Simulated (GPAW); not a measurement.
# Parameter sweep on CdGeAs2 (I-42d, 8 atoms in the cell)

```
CELL_PARAMETERS angstrom
     -2.95899     2.95899     5.60765
      2.95899    -2.95899     5.60765
      2.95899     2.95899    -5.60765
ATOMIC_POSITIONS crystal
  Cd 0.25000 0.75000 0.50000
  Cd 0.50000 0.50000 0.00000
  Ge 0.00000 0.00000 0.00000
  Ge 0.75000 0.25000 0.50000
  As 0.87500 0.34622 0.97122
  As 0.65378 0.62500 0.52878
  As 0.37500 0.90378 0.02878
  As 0.09622 0.12500 0.47122
```

Base run A: GPAW with PBE, GPAW PAW datasets PBE (gpaw-data 1.0.1), self-consistent single point.

Its settings: mode = pw; ecut = 600 eV; xc = PBE; kpts = 5 5 5; mesh shift (steps) = 0 0 0; occupations.name = marzari-vanderbilt; occupations.width = 0.1 eV; nbands = -16; convergence.forces = 0.001 eV/Å; symmetry.symmorphic = false; symmetry.tolerance = 0.0005; maxiter = 100.

The starting cell comes from a database of computed structures (which also holds hypothetical and non-ambient phases and stackings), without a prior relaxation at this level. Its lattice was rescaled by a random factor within 2.5 % of one. In the base run, with a pressure of about 4 GPa the cell is away from its equilibrium volume at this level. The run gives no clean gap (levels at the Fermi energy touch, overlap or are partly filled at this smearing), which alone does not show that the compound is a metal.

ΔF is the free energy per atom less that of run A. 

Run A gave: largest force (eV/Å) 0.234.

Runs:
- B: lattice scaled by 0.97
- C: lattice scaled by 0.97; ecut: 600 eV → 360 eV
- D: lattice scaled by 0.985
- E: lattice scaled by 0.985; ecut: 600 eV → 360 eV
- F: lattice scaled by 1.015
- G: lattice scaled by 1.015; ecut: 600 eV → 360 eV
- H: lattice scaled by 1.03
- I: lattice scaled by 1.03; ecut: 600 eV → 360 eV
- J: ecut: 600 eV → 360 eV

**Question.** What does run E change against A?

**Answer.** The free energy rises by 93.8 meV/atom and the largest force goes from 0.234 to 0.300 eV/Å.

**Question.** What does run F change against A?

**Answer.** The free energy drops by 18.9 meV/atom, the pressure goes from 4.20 to 1.31 GPa and the largest force goes from 0.234 to 0.183 eV/Å.

```tsv
run	ΔF (meV/atom)	largest force (eV/Å)
A	0.00	0.234
B	106.4	0.370
C	159.8	0.372
D	40.5	0.298
E	93.8	0.300
F	-18.9	0.183
G	34.5	0.183
H	-19.4	0.130
I	34.1	0.130
J	53.3	0.239
```
